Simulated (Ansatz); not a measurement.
Worked calculations on one periodic cell of amorphous Ti20O45P2: Ti20O45P2, 67 atoms, volume 836.9 Å³, made by a melt-quench on the CHGNet potential and relaxed with DFT. O atoms were pushed apart under 1.9 Å during the dynamics, to hinder bonds among them. It is a model cell: composition and starting density were chosen by hand, and all elements were melted together. Cycles of charging were run to anneal it. All values below come from PBE, scalar-relativistic without spin-orbit coupling (plane waves to 420 eV, PAW; Ansatz, a first-principles code). Sampling: a 2×2×2 Γ-centred mesh; Fermi-Dirac width 0.02 eV; no spin polarisation. Its volume was held where the quench left it, its shape was free, and it stands at a mean pressure of 0.4 GPa with stress components up to 0.4 GPa; the relaxation ran on the zone centre alone. Its density went from a set 3.45 to 3.45 g/cm³. The cell is small and was quenched far faster than a real film, so it is one sample of the glass.

Count formal charges (Ti +4, O -2, P +5). What does the count lead one to expect at the Fermi level, and what does the calculation give?

20 × (+4) + 45 × (-2) + 2 × (+5) = 0. The charges balance, so the anion-derived valence states can be full and a gap can open. On this mesh the highest filled and lowest empty level lie 2.31 eV apart, the PBE gap of this cell.

Four energies for an added electron at PBE on the zone centre alone (charged cells in a uniform background, spin-polarised): neutral at the neutral geometry -77117.536 eV; charged at the neutral geometry -77109.124 eV; charged and relaxed -77109.359 eV; neutral at the charged geometry -77117.166 eV.

Find the two relaxation energies and their sum, the reorganisation energy.

On charging: -77109.124 − (-77109.359) = 0.235 eV. On discharging: -77117.166 − (-77117.536) = 0.370 eV. The sum is 0.605 eV. The carrier's level spreads over 6 of the 67 atoms' worth, so it counts as partly localised, most on one Ti atom with neighbours O 1.92 Å, O 1.95 Å, O 1.97 Å, O 1.97 Å, O 2.03 Å, O 2.14 Å (neutral geometry). The values are uncorrected: the image energy of a point charge in this cell, 2.84 × 14.40 / (2 × 9.4) = 2.2 eV before screening, is screened by electrons alone at the fixed geometry and by ions too after relaxing, and the carrier can be spread before it relaxes, so each term can be off by up to that value times 1/ε∞, some tenths of an eV. PBE's self-interaction favours spread-out carriers, so a hybrid can localise more.

Four energies for a hole at PBE on the zone centre alone (charged cells in a uniform background, spin-polarised): neutral at the neutral geometry -77117.536 eV; charged at the neutral geometry -77123.368 eV; charged and relaxed -77123.623 eV; neutral at the charged geometry -77116.729 eV.

Find the two relaxation energies and their sum, the reorganisation energy.

On charging: -77123.368 − (-77123.623) = 0.255 eV. On discharging: -77116.729 − (-77117.536) = 0.807 eV. The sum is 1.062 eV. The carrier's level spreads over 4 of the 67 atoms' worth, so it counts as localised, most on one O atom with neighbours Ti 1.90 Å, Ti 2.00 Å, Ti 2.20 Å (neutral geometry). The values are uncorrected: the image energy of a point charge in this cell, 2.84 × 14.40 / (2 × 9.4) = 2.2 eV before screening, is screened by electrons alone at the fixed geometry and by ions too after relaxing, and the carrier can be spread before it relaxes, so each term can be off by up to that value times 1/ε∞, some tenths of an eV. PBE's self-interaction favours spread-out carriers, so a hybrid can localise more.
